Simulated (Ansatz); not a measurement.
The starting structures come from a database of crystals and need not be the phases stable at ambient conditions.

## Evanescent states of Mg(AlH$_{4}$)$_{2}$ (P-3m1, not sure to be the ambient phase, 11 atoms a cell, 12.1 Å³ an atom) along the normal of (111)

These are PBEsol (plane waves, PAW; Ansatz, a first-principles code) values and carry that method's errors.

The gap is the functional's own, uncorrected, and κ follows it; spin-orbit coupling is left out. Mid-gap values are interpolated between the computed energies.

Energies count from the valence-band top; κ is the least over a 4×4 mesh across the current.

```json
[
 {"E (eV)": "0.10", "κ (1/Å)": "0.155", "where": "off Γ"},
 {"E (eV)": "0.30", "κ (1/Å)": "0.226", "where": "off Γ"},
 {"E (eV)": "0.50", "κ (1/Å)": "0.273", "where": "off Γ"},
 {"E (eV)": "0.70", "κ (1/Å)": "0.308", "where": "off Γ"},
 {"E (eV)": "0.90", "κ (1/Å)": "0.329", "where": "off Γ"},
 {"E (eV)": "1.10", "κ (1/Å)": "0.346", "where": "off Γ"},
 {"E (eV)": "1.30", "κ (1/Å)": "0.359", "where": "off Γ"},
 {"E (eV)": "1.50", "κ (1/Å)": "0.367", "where": "off Γ"},
 {"E (eV)": "1.70", "κ (1/Å)": "0.372", "where": "off Γ"},
 {"E (eV)": "1.90", "κ (1/Å)": "0.368", "where": "off Γ"},
 {"E (eV)": "2.10", "κ (1/Å)": "0.361", "where": "off Γ"},
 {"E (eV)": "2.30", "κ (1/Å)": "0.353", "where": "off Γ"},
 {"E (eV)": "2.50", "κ (1/Å)": "0.343", "where": "off Γ"},
 {"E (eV)": "2.70", "κ (1/Å)": "0.332", "where": "off Γ"},
 {"E (eV)": "2.90", "κ (1/Å)": "0.318", "where": "off Γ"},
 {"E (eV)": "3.10", "κ (1/Å)": "0.302", "where": "off Γ"},
 {"E (eV)": "3.30", "κ (1/Å)": "0.283", "where": "off Γ"},
 {"E (eV)": "3.50", "κ (1/Å)": "0.261", "where": "off Γ"},
 {"E (eV)": "3.70", "κ (1/Å)": "0.235", "where": "off Γ"},
 {"E (eV)": "3.90", "κ (1/Å)": "0.203", "where": "off Γ"},
 {"E (eV)": "4.10", "κ (1/Å)": "0.160", "where": "off Γ"}
]
```

How thick must the barrier be to attenuate the transmission by 10^4 when the electrodes' Fermi level lies at 2.50 eV, and what attenuation does that film give at 2.90 eV?

d = 4 ln 10 / (2 × 0.343) = 13.4 Å. At 2.90 eV it gives 4 × 0.318/0.343 = 3.7 decades.
